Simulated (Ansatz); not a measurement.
Results of PBEsol (Ansatz, a first-principles code, plane waves, PAW) for Ge (model structure, I-43m, No. 217, 23 atoms in the cell).

Settings: plane-wave cutoff 520 eV, 6×6×6 k mesh, Fermi–Dirac smearing 0.01 eV, scalar-relativistic PAW data made under PBE.

Cell (relaxed with PBEsol):

```
Ge
1.0
   -5.23945     5.23945     5.23945
    5.23945    -5.23945     5.23945
    5.23945     5.23945    -5.23945
Ge
23
Direct
  0.00000   0.00000   0.00000
  0.27082   0.27082   0.27082
  0.00000   0.00000   0.72918
  0.00000   0.72918   0.00000
  0.72918   0.00000   0.00000
  0.50000   0.25000   0.75000
  0.50000   0.75000   0.25000
  0.75000   0.50000   0.25000
  0.25000   0.50000   0.75000
  0.25000   0.75000   0.50000
  0.75000   0.25000   0.50000
  0.44051   0.44051   0.16906
  0.27145   0.27145   0.83094
  0.72855   0.55949   0.00000
  0.55949   0.72855   0.00000
  0.16906   0.44051   0.44051
  0.83094   0.27145   0.27145
  0.00000   0.72855   0.55949
  0.00000   0.55949   0.72855
  0.44051   0.16906   0.44051
  0.27145   0.83094   0.27145
  0.55949   0.00000   0.72855
  0.72855   0.00000   0.55949
```

Task: Estimate the band gap, smallest direct gap on the k points sampled and Γ–Γ gap that the calculation returns.

Result: 
- band gap = 0.95 eV (indirect)
- smallest direct gap on the k points sampled = 1.06 eV
- Γ–Γ gap = 1.57 eV

Note: the relaxation could raise the start's symmetry but not lower it, so the cell can be a saddle point.

Spin–orbit coupling is not included.

The computed numbers hold no vibrational or temperature effects.

A model structure was made by putting elements into a prototype or built by hand; it is no filed structure, need not be a known phase, and can be a saddle point held by its symmetry.
